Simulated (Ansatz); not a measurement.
## MoS2, carrier doping

Consider MoS2 (space group R3m, No. 160; a = 3.175 Å, c = 18.585 Å (hexagonal axes); layered, stacked along the Cartesian z axis).

Carriers are added at fixed cell with a uniform background; the Fermi–Dirac width is that of 300 K.

Calculations: Ansatz (a first-principles code), r2SCAN+rVV10, PAW, cutoff 500 eV, scalar-relativistic without spin-orbit coupling.

Notes on the quantities. Fermi level from band edge: Fermi level relative to the doped band's edge (positive inside the band; to 0.05 eV).

```csv
hole density (10^21 cm⁻³),Fermi level from band edge (eV)
2,0.70
3,0.80
5,?
7,1.05
```

**Question.** Fit E_F = C n^s, fitted as a line in log–log form (a parabolic band gives s = 2/3) to the rows shown and predict the withheld row.

**Answer.** Least squares on the printed values gives C = 0.56 eV, s = 0.32 (largest residual 0.00 eV); this predicts 0.94 eV, and the run gives 0.95 eV, in agreement.

Charged cell with a jellium background: band edges are those of the host's band count, energies are not comparable with the neutral cell, and many-body gap narrowing is missing. No phonon test of stability was made.
